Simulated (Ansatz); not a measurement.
We consider SrTaNO2 (Pmc2₁, No. 26, 10 atoms in the cell; start mp-1101327), described by HSE06 (Ansatz, a first-principles code, PAW).

Numerical settings: plane-wave cutoff 460 eV, 6×4×4 k mesh (along the axes of the cell as run), Fermi–Dirac smearing 0.01 eV, scalar-relativistic PAW data made under PBE.

Cell (relaxed with PBEsol):

```xyz
10
Lattice="3.9666 0.0000 0.0000 0.0000 5.7418 0.0000 0.0000 0.0000 5.7403" Properties=species:S:1:pos:R:3 pbc="T T T"
Sr     1.9833     4.3616     2.9819
Sr     1.9833     1.3802     0.1118
Ta     0.0000     4.2291     0.0889
Ta     0.0000     1.5128     2.9590
N      0.0000     2.7795     4.3806
N      0.0000     2.9623     1.5104
O      1.9833     4.4396     5.6692
O      1.9833     1.3022     2.7991
O      0.0000     5.6026     4.1006
O      0.0000     0.1392     1.2305
```

Estimate the band gap and smallest direct gap on the k points sampled that the calculation returns.


- band gap: 2.20 eV (on the SCF k mesh)
- smallest direct gap on the k points sampled: 2.22 eV

Note: cell and atoms aren't relaxed at this level (pressure 0.8 GPa).

Spin–orbit coupling is not included.

The computed numbers hold no vibrational or temperature effects.

The result took roughly 5 core-minutes.

A start named mp-… is a Materials Project structure, which need not be a measured phase.
